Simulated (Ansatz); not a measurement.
System: hcp Dy. Method: LDA (plane waves, PAW; Ansatz, an electronic-structure program).

Run with plane-wave cutoff 520 eV, 18×18×10 k mesh (along the axes of the cell as run), Fermi–Dirac smearing 0.05 eV, spin-polarised with parallel moments, scalar-relativistic PAW data made under PBE.

Cell (relaxed at this level):

```
Dy
1.0
    1.69941    -2.94346     0.00000
    1.69941     2.94346     0.00000
    0.00000     0.00000     5.45243
Dy
2
Direct
  0.33333   0.66667   0.25000
  0.66667   0.33333   0.75000
```
Starting moments (μB, in the order of the record's atoms Dy Dy): 5.0 5.0.

Q: What does this level give for the bulk modulus B0, magnetic moment per atom (the cell's total over its atoms) and pressure derivative B′ of the bulk modulus?

A: 
- bulk modulus B0 = 31.8 GPa
- magnetic moment per atom (the cell's total over its atoms) = 4.69 μB
- pressure derivative B′ of the bulk modulus = 2.6

The run finds no gap.

Measured, for comparison: bulk modulus 40.5 GPa (room temperature, not corrected to a static lattice; as tabulated in Wikipedia's data pages). Computed (rounded) less measured: bulk modulus -21 %.

Note: the 4f shell is treated without U or exact exchange, so its levels and filling can be wrong; the collinear magnetic order is the start's and need not be the measured one; the bulk modulus comes from volumes at which shape and atoms were relaxed.

Moments are spin moments.

Spin–orbit coupling is not included.

Computed values are for the static lattice.
